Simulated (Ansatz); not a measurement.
Take SnO in the litharge type structure (space group P4/nmm, No. 129; a = 3.836 Å, c = 4.757 Å; layered, stacked along the Cartesian z axis) as the base.

(Cell as relaxed with PBE-D3(BJ).)

Levels (all Ansatz, a program for electronic structure, PAW, earlier PAW set): PBE-D3(BJ) (420 eV, scalar-relativistic without spin-orbit coupling); r2SCAN+rVV10 (500 eV, spin-orbit coupling left out).

Each level relaxes its own structure.

```tsv
base	PBE-D3(BJ)	r2SCAN+rVV10
volume per atom	17.50 Å³	17.13 Å³
lattice parameter a	3.836 Å	3.793 Å
band gap	zero	zero
```

Now apply this change: Ir takes the place of Sn on all its sites; the structure is relaxed again.

| quantity | PBE-D3(BJ) | r2SCAN+rVV10 |
|---|---|---|
| lattice parameter a | 3.308 Å | ? |
| c/a ratio | 1.238 | ? |

**Question.** What does r2SCAN+rVV10 give?

**Answer.** 
- lattice parameter a, r2SCAN+rVV10: 3.294 Å
- c/a ratio, r2SCAN+rVV10: 1.240

PBE-D3(BJ)'s lattice parameter a lies 0.0148 Å above r2SCAN+rVV10's (0.4 %). Neither level is exact; r2SCAN+rVV10 is the comparison here, not a measurement.

Stability against distortions was not tested. As relaxed here, IrO is a hypothetical phase, not in the database extracts checked. Starting moments died away, wholly or in part, for Sn → Ir; another magnetic solution may exist. No Hubbard U is applied, and correlation can decide whether such a compound is a metal. The final runs are not spin-polarised. The zero or small gap of SnO can change with the level of theory.
